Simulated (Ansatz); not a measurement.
The parent structure is ZrS$_{2}$ in the CdI2 type structure (space group P-3m1, No. 164; a = 3.578 Å, c = 5.540 Å; layered, stacked along the Cartesian z axis). Axes: x lies along a and z along c of the hexagonal cell.

The values are results of PBEsol-D3(BJ) (Ansatz, a first-principles code; PAW; 420 eV plane waves; without spin-orbit coupling), not measurements.

Base values:

| Property | Result |
|---|---|
| Valence-band top at Γ | 0.00, -0.35, -0.35 eV |
| Pressure | 0.00 GPa |

The change: the cell is compressed by 3.00 % along z with no lateral relaxation; the atoms relax in the strained cell.

Task: What does the calculation give for the valence-band top at Γ after the change?

Result: The valence-band top at Γ (three highest levels, from the VBM) changes from 0.00, -0.35, -0.35 eV to 0.00, -0.56, -0.56 eV.

Task: Estimate the effect on the pressure.

Result: The pressure (mean of the normal stresses, compression positive) goes from zero to 1.25 GPa.

The levels and masses belong to the bands next to the band gap. Stability against distortions was not tested.
